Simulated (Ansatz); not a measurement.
System: CsCl-type RuAl. Method: LDA in Ansatz (PAW).

Numerical settings: plane-wave cutoff 520 eV, 22×22×22 k mesh, Fermi–Dirac smearing 0.061 eV (set by the program), no spin polarisation, scalar-relativistic PAW data made under PBE.

Computed at the level's own relaxed cell.

Question: Estimate the Voigt–Reuss–Hill shear modulus (Hill average), elastic constant C11, elastic constant C12 and elastic constant C44 that the calculation returns.

Answer: 
* **Voigt–Reuss–Hill shear modulus (Hill average)**: 119 GPa
* **elastic constant C11**: 356 GPa
* **elastic constant C12**: 170 GPa
* **elastic constant C44**: 141 GPa

Elastic constants are with the ions relaxed.

Computed values are for the static lattice.

Cost on a shared machine: very roughly 2.3 core-minutes.

Ansatz is a first-principles code.
